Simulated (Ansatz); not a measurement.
**Habitual settings against a tight run: KF (Fm-3m, 2 atoms in the cell)**

Self-consistent single point.

```yaml
crystal:
  lattice:
    - [0.00000, 2.65442, 2.65442]
    - [2.65442, 0.00000, 2.65442]
    - [2.65442, 2.65442, 0.00000]
  atoms:
    - { symbol: K, position: [0.00000, 0.00000, 0.00000] }
    - { symbol: F, position: [0.50000, 0.50000, 0.50000] }
```

Method of the run: r2SCAN, default PAW files made with PBE (plane waves; Ansatz, a program for electronic structure).

Base settings: basis.ecutwfc = 36.7 Ry; kpoints.mp_grid.grid = 9 9 9; hamiltonian.xc = r2scan; hamiltonian.pseudopotentials = {kind: paw} (the program's default PAW files); scf.occupations.method = fermi_dirac; scf.occupations.width = 0.0037 Ry.

Tight run (finer mesh or higher cutoff; not a proven limit): basis.ecutwfc: 36.7 Ry → 51.4 Ry; kpoints.mp_grid.grid: 9 9 9 → 13 13 13; scf.convergence.dr2_threshold: default (1e-07 eV) → 1e-09 eV. It gave top of the valence band (on the code's own zero) 1.05 eV; gap on the k-point mesh 6.94 eV; pressure 0.20 GPa.

Quick runs, as changes from the base:
- A: the base itself
- B: basis.ecutwfc: 36.7 Ry → 18.4 Ry; kpoints.mp_grid.grid: 9 9 9 → 4 4 4; scf.occupations.method: fermi_dirac → gaussian; scf.occupations.width: 0.0037 Ry → 0.01 Ry; scf.convergence.dr2_threshold: default (1e-07 eV) → 0.0001 eV
- C: basis.ecutwfc: 36.7 Ry → 18.4 Ry; kpoints.mp_grid.grid: 9 9 9 → 2 2 2; scf.occupations.method: fermi_dirac → cold; scf.occupations.width: 0.0037 Ry → 0.02 Ry; scf.convergence.dr2_threshold: default (1e-07 eV) → 0.001 eV
- D: kpoints.mp_grid.grid: 9 9 9 → 4 4 4; scf.occupations.method: fermi_dirac → cold; scf.occupations.width: 0.0037 Ry → 0.0367 Ry
- E: basis.ecutwfc: 36.7 Ry → 22 Ry; kpoints.mp_grid.grid: 9 9 9 → 1 1 1; scf.occupations.method: fermi_dirac → gaussian; scf.occupations.width: 0.0037 Ry → 0.0147 Ry
- F: basis.ecutwfc: 36.7 Ry → 30.9 Ry; kpoints.mp_grid.grid: 9 9 9 → 3 3 3; hamiltonian.xc: r2scan → b3lyp [B3LYP]
- G: basis.ecutwfc: 36.7 Ry → 30.9 Ry; kpoints.mp_grid.grid: 9 9 9 → 4 4 4; hamiltonian.xc: r2scan → hse06 [HSE06]

Dashes: energy of F, G, another energy zero; count of F, G, another kind of functional, whose work the count does not hold.

Gaps are read on each run's own mesh, which may miss the band edges.

† marks runs with another functional, U, potentials or spin treatment: their distance from the tight run is not a convergence error alone.

The count of work is k-points × plane waves × bands × iterations; it is no time. 

Pressures in the table are Ansatz's without its Pulay estimate, at a fixed set of plane waves; the tight run's value above holds the estimate.

The starting cell comes from a database of computed structures (which also holds hypothetical and non-ambient phases and stackings), without a prior relaxation at this level. The cutoff lies below the one recommended for these files.

| run | energy less tight (meV/atom) | pressure less tight (GPa) | gap on the mesh less tight (eV) | count of work / tight |
|---|---|---|---|---|
| A | 3.3 | -0.05 | 0.000 | 0.21 |
| B | 1399.2 | -58.71 | 0.081 | 0.017 |
| C | 1310.6 | -55.61 | 0.023 | 0.0053 |
| D | 3.3 | -0.05 | 0.000 | 0.048 |
| E | 1706.8 | 8.69 | -0.680 | 0.0034 |
| F† | – | 1.30 | 1.575 | – |
| G† | – | 0.86 | 1.357 | – |

Among the runs at the tight run's level, the energy misses run from 3.3 to 1706.8 meV/atom.

Left out of this page: 1 run of the series with a known weakness of the program.

Keys are those of Ansatz 0.2.
